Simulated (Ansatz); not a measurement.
An Ansatz (a first-principles code) input (Ansatz, r2SCAN+rVV10, PAW, cutoff 500 eV, scalar-relativistic without spin-orbit coupling):

Ansatz 0.2 input:
```yaml
crystal:
  lattice:
    - [2.4553703092, 0, 0]
    - [-1.2276851546, 2.1264130635, 0]
    - [0, 0, 6.6710208393]
  atoms:
    - { symbol: C, position: [0, 0, 0.25] }
    - { symbol: C, position: [0, 0, 0.75] }
    - { symbol: C, position: [0.3333333333, 0.6666666667, 0.25] }
    - { symbol: C, position: [0.6666666667, 0.3333333333, 0.75] }
basis: { ecutwfc: 500, ecutrho_ratio: 4, xc_grid: 4, fft_grid_basis: typed }
kpoints: { mp_grid: { grid: [15, 15, 5] } }
hamiltonian:
  xc: r2scan
  dispersion: rvv10
  pseudopotentials: { kind: paw }
scf: { occupations: { method: fermi_dirac, width: 0.05 }, convergence: { dr2_threshold: 0.0000000004 } }
output: { forces: true, stress: true }
```

### Question
Which symmetry and how many k-points will the program report, and about how many plane waves at Γ?

### Answer
Space group P63/mmc (ITA 194) with 24 operations, k-points 81 of 1125, and 883 plane waves at Γ.

No phonon test of stability was made. The cell is C in the graphite type structure (space group P6_3/mmc, No. 194; layered, stacked along the Cartesian z axis).
